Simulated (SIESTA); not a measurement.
## A self-consistent single point of Rb₂NaPdF₆ (Fm-3m, 10 atoms in the cell) with SIESTA

Method: SIESTA with LDA PW92, numerical atomic orbitals TZP, PseudoDojo LDA standard norm-conserving potentials (rewritten from UPF to PSML).

Input:

```
# files in the folder: Rb.psml Na.psml Pd.psml F.psml (PseudoDojo LDA standard)
SystemName  Rb2NaPdF6
SystemLabel rb2napdf6

NumberOfAtoms                10
NumberOfSpecies              4
%block ChemicalSpeciesLabel
  1 37 Rb
  2 11 Na
  3 46 Pd
  4 9 F
%endblock ChemicalSpeciesLabel
LatticeConstant              1.0 Bohr
%block LatticeVectors
     0.000000000    8.259577151    8.259577151
     8.259577151    0.000000000    8.259577151
     8.259577151    8.259577151    0.000000000
%endblock LatticeVectors
AtomicCoordinatesFormat      ScaledCartesian
%block AtomicCoordinatesAndAtomicSpecies
     4.129788575    4.129788575    4.129788575  1
    12.389365726   12.389365726   12.389365726  1
     8.259577151    8.259577151    8.259577151  2
     0.000000000    0.000000000    0.000000000  3
     8.259577151    8.259577151    3.903145778  4
     8.259577151    8.259577151   12.616008524  4
     3.903145778    8.259577151    8.259577151  4
    12.616008524    8.259577151    8.259577151  4
     8.259577151    3.903145778    8.259577151  4
     8.259577151   12.616008524    8.259577151  4
%endblock AtomicCoordinatesAndAtomicSpecies

XC.functional                LDA
XC.authors                   PW92
PAO.BasisSize                TZP
PAO.EnergyShift              0.01 Ry
MeshCutoff                   300 Ry
%block kgrid.MonkhorstPack
    5   0   0  0.5
    0   5   0  0.5
    0   0   5  0.5
%endblock kgrid.MonkhorstPack
OccupationFunction           MP
OccupationMPOrder            0
ElectronicTemperature        3156.43 K
Spin                         polarized
%block DM.InitSpin
  1 +0.00
  2 +0.00
  3 +0.00
  4 +1.00
  5 +0.00
  6 +0.00
  7 +0.00
  8 +0.00
  9 +0.00
  10 +0.00
%endblock DM.InitSpin

MaxSCFIterations             150
SCF.Mixer.Method             Pulay
SCF.Mixer.Weight             0.1
SCF.Mixer.History            8
SCF.DM.Tolerance             1.0E-04
Diag.ParallelOverK           true
WriteForces                  true
Charge.Mulliken              end
```

Log, with long lists cut:

```
reinit: Reading from file input.fdf

reinit: System Name: Rb2NaPdF6
reinit: System Label: rb2napdf6

NOTE on units for spin output:
{S} is the spin magnetic moment, in units of the Bohr magneton,
assuming a g-factor for the electron spin of exactly 2.
The spin magnetic moment is then numerically equal to the charge inbalance,
in units of electrons, between the spin-up and -down channels.

coor:   Atomic-coordinates input format  =     Cartesian coordinates
coor:                                          (in units of alat)

siesta: Atomic coordinates (Bohr) and species
siesta:      4.12979   4.12979   4.12979  1        1
siesta:     12.38937  12.38937  12.38937  1        2
siesta:      8.25958   8.25958   8.25958  2        3
siesta:      0.00000   0.00000   0.00000  3        4
siesta:      8.25958   8.25958   3.90315  4        5
siesta:      8.25958   8.25958  12.61601  4        6
siesta:      3.90315   8.25958   8.25958  4        7
siesta:     12.61601   8.25958   8.25958  4        8
siesta:      8.25958   3.90315   8.25958  4        9
siesta:      8.25958  12.61601   8.25958  4       10

siesta: System type = bulk

initatomlists: Number of atoms, orbitals, and projectors:     10   157   140

siesta: ******************** Simulation parameters ****************************
redata: Spin configuration                          = collinear
redata: Time-Reversal Symmetry                      = T
redata: Number of Atomic Species                    =        4
redata: Mesh Cutoff                                 =   300.0000 Ry
redata: Net charge of the system                    =     0.0000 |e|
redata: Min. number of SCF Iter                     =        0
redata: Max. number of SCF Iter                     =      150
redata: SCF convergence failure will abort job
redata: SCF mix quantity                            = Hamiltonian
redata: Mix DM or H after convergence               =   F
   [... lines left out ...]
diag: Used triangular part                          = Lower
diag: Absolute tolerance                            =  0.100E-15
diag: Orthogonalization factor                      =  0.100E-05
diag: Memory factor                                 =  1.0000

superc: Internal auxiliary supercell:     5 x     5 x     5  =     125
superc: Number of atoms, orbitals, and projectors:   1250  19625  17500

                        Single-point calculation

superc: Internal auxiliary supercell:     5 x     5 x     5  =     125
superc: Number of atoms, orbitals, and projectors:   1250  19625  17500

outcell: Unit cell vectors (Ang):
        0.000000    4.370780    4.370780
        4.370780    0.000000    4.370780
        4.370780    4.370780    0.000000

outcell: Cell vector modules (Ang)   :    6.181216    6.181216    6.181216
outcell: Cell angles (23,13,12) (deg):     60.0000     60.0000     60.0000
outcell: Cell volume (Ang**3)        :    166.9963
new_DM -- step:     1
Initializing Density Matrix...

Attempting to read DM from file... Failed...
DM filled with atomic data (user-defined):

InitMesh: MESH = 54 x 54 x 54 = 157464
InitMesh: Mesh cutoff (required, used) =   300.000   316.397 Ry

stepf: Methfessel-Paxton step function
       Using Hermite-Gauss polynomials of order  0
        iscf     Eharris(eV)        E_KS(eV)     FreeEng(eV)     dDmax    Ef(eV) dHmax(eV)
   scf:    1   -10388.464585   -10395.568603   -10395.747867  2.082876 -4.480736 15.363468
     spin moment: {S} , |S| = {        0.0        0.0    0.74377 }     0.74377
   scf:    2   -10403.529429   -10399.894781   -10400.072814  0.085211 -5.328665  9.719352
     spin moment: {S} , |S| = {        0.0        0.0    0.74302 }     0.74302
   scf:    3   -10402.623527   -10402.927523   -10403.102276  0.199693 -6.568337  2.178964
     spin moment: {S} , |S| = {        0.0        0.0    0.68422 }     0.68422
   scf:    4   -10402.536463   -10402.746855   -10402.921962  0.010563 -6.651304  3.302863
     spin moment: {S} , |S| = {        0.0        0.0    0.66845 }     0.66845
   scf:    5   -10403.230610   -10403.165029   -10403.330369  0.081705 -6.389323  0.587246
     spin moment: {S} , |S| = {        0.0        0.0    0.79286 }     0.79286
   scf:    6   -10402.993482   -10403.123239   -10403.285720  0.023766 -6.564412  1.366734
   [... lines left out ...]
   scf:   11   -10403.191771   -10403.193211   -10403.343730  0.000757 -6.496084  0.021835
     spin moment: {S} , |S| = {        0.0        0.0    0.90568 }     0.90568
   scf:   12   -10403.197904   -10403.195540   -10403.343809  0.001180 -6.501696  0.003662
     spin moment: {S} , |S| = {        0.0        0.0    0.92058 }     0.92058
   scf:   13   -10403.193477   -10403.194505   -10403.343788  0.000376 -6.497662  0.007807
     spin moment: {S} , |S| = {        0.0        0.0    0.91394 }     0.91394
   scf:   14   -10403.196599   -10403.195548   -10403.343809  0.000356 -6.501441  0.003333
     spin moment: {S} , |S| = {        0.0        0.0    0.92061 }     0.92061
   scf:   15   -10403.196561   -10403.196054   -10403.343812  0.000178 -6.503463  0.000346
     spin moment: {S} , |S| = {        0.0        0.0    0.92385 }     0.92385
   scf:   16   -10403.195989   -10403.196021   -10403.343812  0.000029 -6.503362  0.000319
     spin moment: {S} , |S| = {        0.0        0.0    0.92364 }     0.92364
SCF Convergence by DM+H criterion
max |DM_out - DM_in|         :     0.0000288819
max |H_out - H_in|      (eV) :     0.0003192572
SCF cycle converged after 16 iterations

Using DM_out to compute the final energy and forces

siesta: E_KS(eV) =           -10403.1960

siesta: E_KS - E_eggbox =    -10403.1960

siesta: Atomic forces (eV/Ang):
     1   -0.000254   -0.000254   -0.000254
     2    0.000254    0.000254    0.000254
     3   -0.000000   -0.000000   -0.000000
     4    0.000000    0.000000    0.000000
     5   -0.000014   -0.000014   -0.483535
     6    0.000014    0.000014    0.483535
     7   -0.483527   -0.000014   -0.000014
     8    0.483527    0.000014    0.000014
     9   -0.000014   -0.483527   -0.000014
    10    0.000014    0.483527    0.000014
   Tot    0.000000    0.000000    0.000000
   Max    0.483535
   Res    0.216241    sqrt( Sum f_i^2 / 3N )
   Max    0.483535    constrained

Stress tensor Voigt[x,y,z,yz,xz,xy] (kbar):       71.40       71.40       71.40        0.04        0.04        0.04
(Free)E + p*V (eV/cell)   -10410.7860
Target enthalpy (eV/cell)   -10403.3438

siesta: Program's energy decomposition (eV):
siesta: Ebs     =     -1901.125681
siesta: Eions   =     14501.079356
siesta: Ena     =      1922.998065
siesta: Ekin    =      5016.218042
siesta: Enl     =      -886.284984
siesta: Eso     =         0.000000
siesta: Edftu   =         0.000000
siesta: DEna    =        42.832059
siesta: DUscf   =         2.720914
siesta: DUext   =         0.000000
siesta: Ex      =     -1816.236878
siesta: Ec      =      -184.363882
siesta: Exc     =     -2000.600760
siesta: Eharris =    -10403.195989
siesta: Etot    =    -10403.196021
siesta: FreeEng =    -10403.343812

siesta: Atomic forces (eV/Ang):
siesta:      1   -0.000254   -0.000254   -0.000254
siesta:      2    0.000254    0.000254    0.000254
siesta:      3   -0.000000   -0.000000   -0.000000
siesta:      4    0.000000    0.000000    0.000000
siesta:      5   -0.000014   -0.000014   -0.483535
siesta:      6    0.000014    0.000014    0.483535
siesta:      7   -0.483527   -0.000014   -0.000014
siesta:      8    0.483527    0.000014    0.000014
   [... lines left out ...]
siesta: Cell volume =        166.996295 Ang**3
siesta:         -71.40093908        -92.80052794  kBar
   [... lines left out ...]
             -0.093   0.062   0.112   0.062   0.001   0.001   0.002   0.001

              0.000
   7  3.597   0.823  -0.071   0.173   0.971   0.971   0.767  -0.093  -0.093
             -0.091   0.062   0.062   0.112   0.001   0.001   0.001   0.001

              0.002
   8  3.597   0.823  -0.071   0.173   0.971   0.971   0.767  -0.093  -0.093
             -0.091   0.062   0.062   0.112   0.001   0.001   0.001   0.001

              0.002
   9  3.597   0.823  -0.071   0.173   0.767   0.971   0.971  -0.091  -0.093
             -0.093   0.112   0.062   0.062   0.001   0.001   0.001   0.001

              0.002
  10  3.597   0.823  -0.071   0.173   0.767   0.971   0.971  -0.091  -0.093
             -0.093   0.112   0.062   0.062   0.001   0.001   0.001   0.001

              0.002

mulliken: Qtot =       43.038

Mulliken Atomic Populations:
Atom #   charge [q] valence [e]      Sz [e]  Species
     1     0.576791    8.423209   -0.004684  Rb
     2     0.576791    8.423209   -0.004684  Rb
     3     0.012322    8.987678    0.028792  Na
     4     0.322797   17.677203    0.577810  Pd
     5    -0.248116    7.248116    0.054401  F
     6    -0.248116    7.248116    0.054401  F
     7    -0.248117    7.248117    0.054401  F
     8    -0.248117    7.248117    0.054401  F
     9    -0.248117    7.248117    0.054401  F
    10    -0.248117    7.248117    0.054401  F
 Total     0.000000                0.923639
```

The run converged in 16 iterations.

The starting cell comes from a database of computed structures (which also holds hypothetical and non-ambient phases and stackings), without a prior relaxation at this level. With one magnetic atom in the cell only a parallel order is possible. Values carry the incompleteness of an atom-centred basis. With a pressure of about -7 GPa the cell is away from its equilibrium volume at this level.

Cost on one core of a shared machine: roughly 70 s.
